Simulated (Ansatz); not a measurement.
The starting structures come from a database of crystals and need not be the phases stable at ambient conditions.

Crystal: AuBr (I4_1/amd, not sure to be the ambient phase, 8 atoms a cell, 28.0 Å³ an atom); planes in its conventional cell.

Level of theory: r2SCAN (plane waves, PAW; Ansatz, a quantum-chemistry and plane-wave program).

No gap correction and no spin-orbit coupling; mid-gap values are interpolated between computed energies.

```
plane  area of the cell (Å²)  mid-gap κ (1/Å)  largest κ in the gap (1/Å)
-----  ---------------------  ---------------  --------------------------
(101)                   40.3             0.17                        0.17
(110)                   45.1              ___                         ___
(100)                   63.8              ___                         ___
(001)                   49.5              ___                         ___
```

### Question
The slowest decay depends on the direction. Supply the withheld values.

### Answer

- (110), mid-gap κ (1/Å): 0.19
- (110), largest κ in the gap (1/Å): 0.19
- (100), mid-gap κ (1/Å): 0.20
- (100), largest κ in the gap (1/Å): 0.20
- (001), mid-gap κ (1/Å): 0.15
- (001), largest κ in the gap (1/Å): 0.15
